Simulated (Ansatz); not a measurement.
```yaml
crystal:
  lattice:
    - [3.04756, 0.00000, 0.00000]
    - [-1.52378, 2.61313, 0.00000]
    - [0.00000, 0.00000, 3.18507]
  atoms:
    - { symbol: Ti, position: [0.00000, 0.00000, 0.00000] }
    - { symbol: B, position: [0.66686, 0.33372, 0.50000] }
    - { symbol: B, position: [0.33314, 0.66628, 0.50000] }
```

No spin polarisation.

Computed with PBEsol (Ansatz, a quantum-chemistry and plane-wave program; PAW; 420 eV plane waves; no spin-orbit coupling). k-mesh 13×13×10 (Γ-centred); smearing 0.05 eV (Fermi–Dirac).

Q: Predict the band gap, space group and pressure.

A: The band gap comes out as zero and the space group is Cmmm (No. 65). The pressure (mean of the normal stresses, compression positive) is -2.8 GPa.

The mesh was chosen for an insulator and is coarse for the gapless case. The cells carry an imposed strain or load. Stability against distortions was not tested. The final runs are not spin-polarised. The cell was made from TiB$_{2}$ (space group P6/mmm, No. 191) by this change: uniaxial strain ε_xx = +1.00 %.
